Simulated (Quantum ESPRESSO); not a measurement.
**Several settings converged on HoN (I4mm, 2 atoms in the cell)**

```xyz
2
Lattice="0.0000 2.4349 2.4349 2.4349 0.0000 2.4349 2.4349 2.4349 0.0000" Properties=species:S:1:pos:R:3 pbc="T T T"
Ho     0.0000     0.0000     0.0500
N      2.4349     2.4349     2.4349
```
Moments meant for the start (each program seeds them in its own way; μB, in the order of the atoms Ho N): 4.0 0.0.

Base method: PBEsol, SSSP 1.1.2 efficiency (PBE) pseudopotentials (plane waves; Quantum ESPRESSO 7.5).

Base settings: ecutwfc = 50 Ry; ecutrho = 400 Ry; occupations = smearing; smearing = fermi-dirac; degauss = 0.0073499 Ry; nspin = 2; input_dft = pbesol; potentials = {Ho: Ho.GGA-PBE-paw-v1.0.UPF, N: N.pbe-n-radius_5.UPF}; K_POINTS = automatic 3 3 3 0 0 0; conv_thr = 1e-11 Ry.

The count of work is k-points × plane waves × bands × iterations; it is no time. 

**The plane-wave cutoff**

Moved along: ecutrho.

The mesh stays at the base's, so the ladder's end is converged at best in this setting alone.

Only quantities that move along the ladder and can be compared are tabulated.

```tsv
ecutwfc	free energy less the last step's (meV/atom)	pressure (GPa)	largest difference of a force vector from the last step's (eV/Å)	count of work / last
17.5 Ry	2437.60	-106.98	0.071	0.089
22 Ry	667.51	-28.02	0.011	0.10
28 Ry	196.67	-14.14	0.008	0.18
35 Ry	38.89	-8.31	0.001	0.22
50 Ry	11.39	-6.03	0.001	0.44
88 Ry	0.00	-5.75	0.000	1.0
```

Coarsest ecutwfc that holds the pressure within 1 GPa of the last step, with all finer ones: 50 Ry, at 0.44 of the last step's count of work; the step before is off by 2.6 GPa.

Coarsest ecutwfc that holds the forces within 0.02 eV/Å of the last step, with all finer ones: 22 Ry, at 0.10 of the last step's count of work; the step before is off by 0.071 eV/Å.

Coarsest ecutwfc that holds the free energy within 5 meV/atom: not settled: the last two steps still differ by 11 meV/atom, over half the tolerance, so the ladder does not show it.

At the lowest cutoff the pressure lies 101 GPa under the last step's, the usual sign of Pulay stress in an incomplete plane-wave basis.

**The density cutoff**

The mesh stays at the base's, so the ladder's end is converged at best in this setting alone.

Only quantities that move along the ladder and can be compared are tabulated.

```csv
ecutrho,free energy less the last step's (meV/atom),pressure (GPa)
100 Ry,9.16,-6.75
150 Ry,0.50,-6.02
200 Ry,0.03,-6.03
300 Ry,0.00,-6.03
400 Ry,0.00,-6.03
600 Ry,0.00,-6.05
```

Coarsest ecutrho that holds the free energy within 1 meV/atom of the last step, with all finer ones: 150 Ry; the step before is off by 9.2 meV/atom.

Coarsest ecutrho that holds the pressure within 0.2 GPa of the last step, with all finer ones: 150 Ry; the step before is off by 0.71 GPa.

On the base run: the starting cell comes from a database of computed structures (which also holds hypothetical and non-ambient phases and stackings), without a prior relaxation at this level. Its lattice was rescaled by up to half a per cent. One atom was moved a little off its site on purpose. With one magnetic atom in the cell only a parallel order is possible. With U or open f shells several self-consistent states can exist. The f electrons are in the valence without U or exact exchange, which can misplace them near the Fermi level. Spin-orbit terms, which matter for f shells, are left out. In the base run, with a pressure of about -6 GPa the cell is away from its equilibrium volume at this level. Without a gap this mesh is coarse (it stands for a supercell whose shortest vector is 10 Å).
